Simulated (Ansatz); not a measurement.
Consider GaP in the zinc blende structure (space group F-43m, No. 216).

```xyz
2
Lattice="0.0000 2.7257 2.7257 2.7257 0.0000 2.7257 2.7257 2.7257 0.0000" Properties=species:S:1:pos:R:3 pbc="T T T"
Ga     0.0000     0.0000     0.0000
P      1.3628     1.3628     1.3628
```

Cartesian axes are those of the cell as printed.

Level of theory: DFT with r2SCAN, PAW potentials and a 500 eV plane-wave cutoff in Ansatz (an electronic-structure program), no spin-orbit coupling.

Strains are applied to the cell and any free atomic positions relax; under biaxial strain the out-of-plane vector relaxes too.

One change was made to it. Results:

The smallest direct gap goes up by 0.11 eV to 2.47 eV; the valence-band top at Γ (three highest levels, from the VBM) goes from 0.00, 0.00, 0.00 eV to 0.00, 0.00, -0.21 eV; the energy rises by 7.6 meV/atom.

Q: Which of these changes matches the shifts?
A) biaxial strain −0.42 %, plane normal [111], relaxed out of plane
B) biaxial strain −1.67 %, plane normal [111], relaxed out of plane
C) biaxial strain −0.83 %, plane normal [111], relaxed out of plane
D) biaxial strain −1.25 %, plane normal [111], relaxed out of plane
E) biaxial strain −2.50 %, plane normal [111], relaxed out of plane

A: B, biaxial strain −1.67 %, plane normal [111], relaxed out of plane. For comparison, the valence-band top at Γ in the other runs: biaxial strain −1.25 %, plane normal [111], relaxed out of plane gives 0.00, 0.00, -0.16 eV; biaxial strain −0.42 %, plane normal [111], relaxed out of plane gives 0.00, 0.00, -0.05 eV; biaxial strain −0.83 %, plane normal [111], relaxed out of plane gives 0.00, 0.00, -0.10 eV; biaxial strain −2.50 %, plane normal [111], relaxed out of plane gives 0.00, 0.00, -0.34 eV.

Stability against distortions was not tested.
